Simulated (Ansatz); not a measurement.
System: Zr-vacancy pair (Zr on one host Cu site, one Cu site vacant) in fcc Cu (neutral cell). All values below come from PBE, PAW (plane waves to 420 eV; Ansatz, a quantum-chemistry and plane-wave program).

32-site cell at the relaxed PBE lattice, a 3×3×3 k-point mesh shifted by half a step, smearing 0.10 eV, spin-restricted, no finite-size correction. No zero-point or tunnelling terms. Forms of the defect that were not tried may lie lower.

Barriers: single points on a 5×5×5 k-point mesh shifted by half a step at the bands' geometries.

The step: the Zr atom itself jumps into the vacancy (Zr-vacancy distance between ideal sites 2.57 Å throughout). Atoms about the jump, Cartesian Å from the middle of the jump, before and after:

```
atom     x0     y0     z0     x1     y1     z1
----  -----  -----  -----  -----  -----  -----
Zr1    0.00  -0.62  -0.62   0.00   0.62   0.62
Cu2   -1.99   0.99  -0.95  -1.99   0.95  -0.99
Cu3    1.99   0.99  -0.95   1.99   0.95  -0.99
Cu4   -1.99  -0.95   0.99  -1.99  -0.99   0.95
Cu5    1.99  -0.95   0.99   1.99  -0.99   0.95
Cu6    0.00   2.62  -0.88   0.00   2.78  -0.94
Cu7    0.00   0.94  -2.78   0.00   0.88  -2.62
Cu8    0.00  -0.89   2.63   0.00  -0.94   2.78
Cu9    0.00  -2.78   0.94   0.00  -2.63   0.89
```

Problem. Predict the transition state.

Solution. 
| atom | x | y | z |
|---|---|---|---|
| Zr1 | 0.00 | 0.00 | -0.01 |
| Cu2 | -2.07 | 1.02 | -1.03 |
| Cu3 | 2.07 | 1.01 | -1.03 |
| Cu4 | -2.07 | -1.02 | 1.01 |
| Cu5 | 2.07 | -1.02 | 1.01 |
| Cu6 | 0.00 | 2.69 | -0.93 |
| Cu7 | 0.00 | 0.91 | -2.71 |
| Cu8 | 0.00 | -0.92 | 2.69 |
| Cu9 | 0.00 | -2.70 | 0.91 |
It lies 0.19 eV above the start and 0.19 eV above the end. The saddle point's order was not checked, and it lies on a symmetry element of the cell, where a band can be held.
